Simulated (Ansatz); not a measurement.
The starting structures come from a database of crystals and need not be the phases stable at ambient conditions.

 Where the default PAW files enter, the runs use the earlier of Ansatz's two default sets.

By LDA and PBEsol, the system below comes out a metal.

Data:

```
Pd
1.0
    4.44708     0.00000     0.00000
   -2.22354     3.85128     0.00000
    2.22354     1.28376     0.90776
Pd
1
Cartesian
  0.00000   0.00000   0.00000
```

Space group of this cell: Im-3m, bcc (W type). The cell is taken as given; by PBEsol its mean pressure is -9.9 GPa.

The current runs along the normal of the first two printed vectors, the (111) plane. All runs by Ansatz (a first-principles code), plane waves and PAW, without spin-orbit coupling; the base is PBEsol.

```csv
run,mean pressure (GPa),"G/A, both spins (10¹⁵ S/m²)"
base,-9.9,1.65
all lengths scaled by 0.98,0.4,1.73
all lengths scaled by 1.02,-17.0,?
lda in place of pbesol,-15.3,1.65
"lengths across the current scaled by 0.98, ions clamped",-3.3,?
"lengths along the current scaled by 1.03, ions clamped",-13.6,1.57
```

Q: Fill in the missing entries.

A: 
- all lengths scaled by 1.02, G/A, both spins (10¹⁵ S/m²): 1.58
- lengths across the current scaled by 0.98, ions clamped, G/A, both spins (10¹⁵ S/m²): 1.68
